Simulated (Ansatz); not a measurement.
An Ansatz (a first-principles code) run: La with a change (La → Sc); r2SCAN in Ansatz (plane waves to 500 eV, PAW, no spin-orbit coupling).

Input:

Ansatz 0.2 input:
```yaml
crystal:
  lattice:
    - [3.3114999977, 0, 0]
    - [-1.6557499989, 2.8678431227, 0]
    - [0, 0, 10.5326052808]
  atoms:
    - { symbol: Sc, position: [0, 0, 0] }
    - { symbol: Sc, position: [0, 0, 0.5] }
    - { symbol: Sc, position: [0.3333333333, 0.6666666667, 0.25] }
    - { symbol: Sc, position: [0.6666666667, 0.3333333333, 0.75] }
basis: { ecutwfc: 500, ecutrho_ratio: 4, xc_grid: 4, fft_grid_basis: typed }
kpoints: { mp_grid: { grid: [16, 16, 5] } }
hamiltonian:
  xc: r2scan
  dispersion: none
  pseudopotentials: { kind: paw }
scf: { occupations: { method: fermi_dirac, width: 0.05 }, convergence: { dr2_threshold: 0.0000000004 } }
output: { forces: true, stress: true }
checkpoint: { write: state.ck, write_every: 1000 }
```

Output:

```
WARN ansatz: RAYON_NUM_THREADS=1 ignored (pool sized by the plan → 1); use --threads N
Pseudopotentials: kind: paw
Pseudopotential: Sc, paw, valence charge 11
Functional definition: r2SCAN
Crystal: 4 atoms, lattice volume = 100.027 Å³
Basis set: ecut = 500 eV, 2499 PW (Γ), exchange–correlation on 100×100×320 points (64 copies of the dense FFT grid, shifted against one another)
Bands: 27, of which v1, the nominal top of the filled ones, is band 22 counted from 1 (21 counted from 0)
Symmetry: 24 space group operations
Space group: P63/mmc (ITA 194), of the structure as read, at distance tolerance 4.6e-5 Å
k-points: 90 of 1280
PAW frozen core: Sc, regenerated for the run's functional
Initial density: superposition of atomic densities (neutral atoms: chi_scale 0, normalization atom), corrected by the library's trained network
Initial wavefunctions: pseudopotential atomic-orbital guess
Eigensolver: davidson
Functional: x = r2scan, c = r2scan; τ floored in thin density (d = 2e-4 eV/Å³)
SCF iter   1: F=—  HF=-8562.157309 eV  |F-HF|=—  |Δ(HF+E_count)|=         —  Δρ=1.10e-2  dr2=1.22e-1  dr2_τ=9.68e-3  ethr=1.77e-3  ⟨swp⟩=5.7  Hψ=10398  notcnv=0
all-band conjugate gradients solve this SCF's bands
preconditioner: auto → Kerker (q_TF=auto, 2.379 Å⁻¹)
SCF iter   2: F=—  HF=-8562.212248 eV  |F-HF|=—  |Δ(HF+E_count)|=   5.49e-2  Δρ=5.05e-3  dr2=3.03e-2  dr2_τ=7.94e-4  ethr=2.78e-4  ⟨swp⟩=2.7  Hψ=5204  notcnv=0  defer=1
SCF iter   3: F=—  HF=-8562.205926 eV  |F-HF|=—  |Δ(HF+E_count)|=   6.32e-3  Δρ=1.22e-3  dr2=1.52e-3  dr2_τ=1.57e-4  ethr=6.88e-5  ⟨swp⟩=3.0  Hψ=4748  notcnv=0  defer=1
SCF iter   4: F=—  HF=-8562.206555 eV  |F-HF|=—  |Δ(HF+E_count)|=   6.29e-4  Δρ=7.15e-4  dr2=1.32e-3  dr2_τ=4.49e-5  ethr=3.45e-6  ⟨swp⟩=2.6  Hψ=3938  notcnv=0  defer=2
SCF iter   5: F=—  HF=-8562.206466 eV  |F-HF|=—  |Δ(HF+E_count)|=   8.95e-5  Δρ=2.14e-4  dr2=5.43e-5  dr2_τ=9.59e-7  ethr=3.01e-6  ⟨swp⟩=2.0  Hψ=2772  notcnv=0  defer=2
SCF iter   6: F=—  HF=-8562.206477 eV  |F-HF|=—  |Δ(HF+E_count)|=   1.15e-5  Δρ=5.71e-5  dr2=3.14e-6  dr2_τ=9.03e-8  ethr=1.23e-7  ⟨swp⟩=3.0  Hψ=4478  notcnv=0  defer=1
SCF iter   7: F=—  HF=-8562.206478 eV  |F-HF|=—  |Δ(HF+E_count)|=   1.11e-6  Δρ=1.35e-5  dr2=1.50e-7  dr2_τ=5.54e-9  ethr=7.13e-9  ⟨swp⟩=2.8  Hψ=4201  notcnv=0  defer=1
SCF iter   8: F=—  HF=-8562.206479 eV  |F-HF|=—  |Δ(HF+E_count)|=   7.55e-8  Δρ=2.08e-6  dr2=6.31e-9  dr2_τ=1.26e-10  ethr=3.42e-10  ⟨swp⟩=3.0  Hψ=4322  notcnv=0  defer=1
SCF iter   9: F=-8562.206479 eV  HF=-8562.206479 eV  |F-HF|=4.00e-11  |Δ(HF+E_count)|=  4.40e-10  Δρ=3.04e-7  dr2=7.95e-11  dr2_τ=2.27e-12  ethr=1.00e-12  ⟨swp⟩=2.3  Hψ=9098  notcnv=0
SCF 1 converged in 9 iterations: F = -8562.206479 eV  dr2 = 7.95e-11
SCF converged after 9 iterations
Free energy (F): -8562.206479 eV
Harris-Foulkes:  -8562.206479 eV  (|F-HF|=4.00e-11)
Internal energy: -8562.141917 eV  (E = F + TS)
E sigma→0 (E₀):  -8562.174198 eV
Entropy (-TS):   -0.064561 eV (-16.140 meV/atom)
Fermi energy:    9.147990 eV
--- Per-component energies (eV) ---
  E_band       = -727.738684
  E_kinetic    = 1039.391783
  E_local      = -3381.051138  (includes V_loc(G=0)·N_el)
  E_nonlocal   = 327.234047
  E_hartree    = 1149.355978
  E_xc         = -399.120259
  E_vxc        = -564.112281  (∫ρ·V_xc dr)
  E_paw        = -3855.592271  (= ΣΔE_a)
  E_vpaw       = -485.144145  (= ΣTr[D̂ρ^β])
  E_aug_tail   = 0.000020  (compensation charges beyond the density's cutoff)
  E_vtau       = 37.230988  (kinetic-family band-sum trace: ∫τ·v_τ [+ j·A + Jᵃ·Aᵃ] dr)
  E_ewald      = -3441.406111
  E_core_change = -0.953968  (= ΣΔE_core)
  E_smearing   = -0.064561  (= −TS)
  E_closure    = 0.000000  (closes the sum)
  Σ components = -8562.206479   (vs F -8562.206479, Δ=0.00e0)
  [band-id]    e_kinetic+e_local+e_nonlocal+2·e_hartree+e_vxc+e_vpaw+e_augmentation_tail+e_vtau = -727.738769   (vs E_band -727.738684, Δ=-8.47e-5)
--- Forces (eV/Å), atoms counted from 1 ---
  atom   1  Sc    -0.00000000     0.00000000     0.00000000
  atom   2  Sc     0.00000000     0.00000000     0.00000000
  atom   3  Sc    -0.00000000     0.00000000     0.00000000
  atom   4  Sc     0.00000000    -0.00000000     0.00000000
  max |Σ_I F_I| component: 1.85e-17 eV/Å
--- Stress (GPa, compression-positive) ---
        0.005200       0.000000       0.000000
        0.000000       0.005200       0.000000
        0.000000       0.000000      -0.000437
  P = ⅓ Tr σ = 0.0033 GPa (0.033 kbar)
  The stress holds the Pulay correction. Without it, at fixed plane waves, as pw.x and ABINIT print it: P = -0.0894 GPa
  The stress includes an estimate of the error left by incomplete SCF convergence (largest component 0.0001 GPa).
--- Band table ---
  band table: none
```

Whether these cells are dynamically stable was not tested. All final runs are without spin polarisation. The cell was made from La by this change: La → Sc.
